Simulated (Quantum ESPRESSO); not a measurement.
A user runs Quantum ESPRESSO on TiSi2 (Fddd, 6 atoms in the cell) and asks whether the run is sound. The aim is a self-consistent single point with DFT, PBEsol, plane waves, GBRV 1.5 ultrasoft (PBESOL) pseudopotentials.

Cell that was meant: a = 5.9410 Å, b = 4.8987 Å, c = 4.7721 Å, α = 75.79°, β = 53.07°, γ = 51.14°.

Part of the input:

```fortran
    nat = 6
    ntyp = 2
    ecutwfc = 50
    ecutrho = 100
    occupations = 'smearing'
    smearing = 'fd'
    degauss = 0.0073499
```

Log, with long lists cut:

```
     Message from routine set_cutoff:
     ecutrho < 4*ecutwfc, are you sure?
     Message from routine setup:
   [... lines left out ...]
        k(    1) = (   0.0000000   0.0000000   0.0000000), wk =   0.0092593
        k(    2) = (   0.2066930   0.1199498  -0.1158589), wk =   0.0740741
        k(    3) = (   0.4133860   0.2398996  -0.2317178), wk =   0.0740741
   [... 43 lines left out ...]

     Dense  grid:     9607 G-vectors     FFT dimensions: (  36,  32,  32)

     Initial potential from superposition of free atoms

     starting charge      37.9973, renormalised to      40.0000

     negative rho (up, down):  8.367E-03 0.000E+00
     Self-consistent Calculation

     iteration #  1     ecut=    50.00 Ry     beta= 0.70

     Threshold (ethr) on eigenvalues was too large:
     Diagonalizing with lowered threshold

     negative rho (up, down):  7.711E-03 0.000E+00

     total energy              =    -276.73808985 Ry
     estimated scf accuracy    <       0.28295200 Ry

     iteration #  2     ecut=    50.00 Ry     beta= 0.70

     negative rho (up, down):  6.825E-03 0.000E+00

     total energy              =    -276.66004969 Ry
     estimated scf accuracy    <       0.71463221 Ry

     iteration #  3     ecut=    50.00 Ry     beta= 0.70

     negative rho (up, down):  6.622E-03 0.000E+00

     total energy              =    -276.82666481 Ry
     estimated scf accuracy    <       0.09851134 Ry

   [... 10 blocks of this kind left out ...]

     iteration # 14     ecut=    50.00 Ry     beta= 0.70

     negative rho (up, down):  6.482E-03 0.000E+00

     total energy              =    -276.83769604 Ry
     estimated scf accuracy    <          2.7E-10 Ry

     iteration # 15     ecut=    50.00 Ry     beta= 0.70

     negative rho (up, down):  6.482E-03 0.000E+00
     End of self-consistent calculation

     the Fermi energy is    12.4733 ev

!    total energy              =    -276.83769604 Ry
     estimated scf accuracy    <          1.4E-11 Ry
     smearing contrib. (-TS)   =      -0.00464556 Ry
     internal energy E=F+TS    =    -276.83305048 Ry

     convergence has been achieved in  15 iterations

     negative rho (up, down):  6.482E-03 0.000E+00

     Forces acting on atoms (cartesian axes, Ry/au):

     atom    1 type  1   force =     0.00000000   -0.00000000   -0.00000000
     atom    2 type  1   force =    -0.00000000    0.00000000    0.00000000
     atom    3 type  2   force =     0.00000000   -0.00288371    0.00000000
     atom    4 type  2   force =     0.00000000    0.00288371    0.00000000
   [... lines left out ...]
     Total force =     0.005767     Total SCF correction =     0.000001
   [... lines left out ...]

     negative rho (up, down):  6.482E-03 0.000E+00
          total   stress  (Ry/bohr**3)                   (kbar)     P=      -18.88
  -0.00011134  -0.00000000   0.00000000          -16.38       -0.00        0.00
  -0.00000000  -0.00010346  -0.00000000           -0.00      -15.22       -0.00
   0.00000000  -0.00000000  -0.00017018            0.00       -0.00      -25.03

   JOB DONE.
```

### Question
Can these results be used? Check the input.

### Answer
The run is not sound. The fault is a density cutoff or grid that is too coarse. The density and potential grid has to resolve products of orbitals and any augmentation charge. To fix it, restore the density cutoff. The run converged in 15 iterations without an error; against the sound input the free energy goes down by 19.9 meV/atom, the pressure goes from -2.98 to -1.89 GPa and the largest force goes from 0.080 to 0.074 eV/Å.

The sound input it was made from differs as follows (other fixes are possible):
```diff
-    ecutrho = 100
+    ecutrho = 400
```

With that input, the run converged in 14 iterations: free energy E − TS -3766.4495 eV; Fermi level (on the code's own zero) 12.47 eV; pressure -2.98 GPa; largest force (vector length) 0.080 eV/Å (DFT, PBEsol, plane waves, GBRV 1.5 ultrasoft (PBESOL) pseudopotentials).

On the sound input: the starting cell comes from a database of computed structures (which also holds hypothetical and non-ambient phases and stackings), without a prior relaxation at this level. Its lattice was rescaled by a random factor within 2.5 % of one. Spin polarisation is off.
